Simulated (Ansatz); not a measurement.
Thermal expansion of SiC (wurtzite, P6_3mc)

Method: quasi-harmonic lattice dynamics, LDA density-functional theory in Ansatz (plane waves, PAW); phonon mesh 6×6×3, k mesh 12×12×6. Another polymorph of this substance is known too; which is more stable was not tested here. Dynamical quadrupoles are not included in the interpolation of the phonons between the solved wave vectors.

```csv
T (K),α_a (10⁻⁶/K),α_c (10⁻⁶/K),C_P (J/mol/K),bulk modulus B_T (GPa),γ
100,0.2,0.2,4.5,226,0.34
200,1.1,1.1,16.6,226,0.57
300,2.3,2.4,27.2,225,0.72
400,3.3,3.3,34.3,224,0.79
500,3.9,3.9,39.0,222,0.83
600,4.3,4.3,42.0,221,0.85
700,4.6,4.6,44.0,220,0.86
800,4.8,4.9,45.5,218,0.87
900,5.0,5.0,46.5,217,0.88
1000,5.1,5.2,47.3,215,0.89
```

| Item | Value |
|---|---|
| conventional lattice constants at 300 K | a = 3.065 Å, c = 5.031 Å |
| entropy at 300 K | 17.1 J/(mol K) |
| adiabatic bulk modulus at 300 K | 225 GPa |
| bulk modulus without vibrations | 231 GPa |
| zero-point volume expansion | 0.80 % |

Computed at 300 K against measurement: lattice constant a 3.065 computed, 3.076 measured Å (-0.4 %; Beate Paulus, Fa-Jian Shi, Hermann Stoll, Journal of Physics Condensed Matter (1997), arXiv:cond-mat/9701136); lattice constant c 5.031 computed, 5.048 measured Å (-0.3 %; Beate Paulus, Fa-Jian Shi, Hermann Stoll, Journal of Physics Condensed Matter (1997), arXiv:cond-mat/9701136).  

Values include zero-point motion; explicit anharmonicity at fixed volume is left out.

The crystal is held in this phase throughout; melting and phase transitions are not modelled.

The PAW data sets were generated under PBE and serve the other functionals too.

Ansatz is a first-principles code.
